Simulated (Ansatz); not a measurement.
The parent structure is BP in the zinc blende structure (space group F-43m, No. 216).

```
BP
1.0
    0.00000     2.26820     2.26820
    2.26820     0.00000     2.26820
    2.26820     2.26820     0.00000
P B
1 1
Cartesian
  3.40230   3.40230   3.40230
  0.00000   0.00000   0.00000
```

Computed with r2SCAN (Ansatz, a program for electronic structure, PAW, no SOC), earlier PAW set.

Carriers are added at fixed cell with a uniform background; the Fermi–Dirac width is that of 300 K.

One change was made to it. Results:

```json
[
 {"quantity": "Fermi level relative to the doped band's edge (positive inside the band; to 0.05 eV)", "base": "–", "after": "+0.80 eV"},
 {"quantity": "gap between the host's bands", "base": "1.41 eV", "after": "1.48 eV"},
 {"quantity": "gap character", "base": "indirect, Γ → a point along ⟨100⟩, about 1.1 Å⁻¹ from Γ", "after": "indirect, Γ → a point along ⟨100⟩, about 1.1 Å⁻¹ from Γ"}
]
```

Task: Which of these changes matches the shifts?
A. electrons 1.5×10^21 cm⁻³
B. electrons 2.0×10^21 cm⁻³
C. holes 1.5×10^21 cm⁻³
D. holes 2.0×10^21 cm⁻³
E. holes 5.0×10^21 cm⁻³

Result: E, holes 5.0×10^21 cm⁻³. For comparison, the Fermi level from band edge in the other runs: electrons 1.5×10^21 cm⁻³ gives +0.35 eV; electrons 2.0×10^21 cm⁻³ gives +0.40 eV; holes 2.0×10^21 cm⁻³ gives +0.45 eV; holes 1.5×10^21 cm⁻³ gives +0.40 eV.

Charged cell with a jellium background: band edges are those of the host's band count, energies are not comparable with the neutral cell, and many-body gap narrowing is missing. Whether these cells are dynamically stable was not tested.
